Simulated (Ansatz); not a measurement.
A computed series for TaAs: pressure series

The reference is TaAs (space group I4_1md, No. 109; a = 3.463 Å, c = 11.733 Å).

Cell and atoms are relaxed at each pressure.

Calculations: PBE (Ansatz, an electronic-structure program, PAW, without spin-orbit coupling).

Candidates:
(a) pressure 4.5 GPa
(b) pressure 30 GPa
(c) pressure 22.5 GPa
(d) pressure 9 GPa
(e) pressure −1 GPa

Base values:

The c/a ratio is 3.388.

Order them by c/a ratio, highest first.

(e) pressure −1 GPa (3.391), (a) pressure 4.5 GPa (3.372), (d) pressure 9 GPa (3.359), (c) pressure 22.5 GPa (3.321), (b) pressure 30 GPa (3.302)

Load acts through the strain it causes; cell and atoms are relaxed under it. Whether these cells are dynamically stable was not tested. No other phases were tried under pressure. All final runs are without spin polarisation.
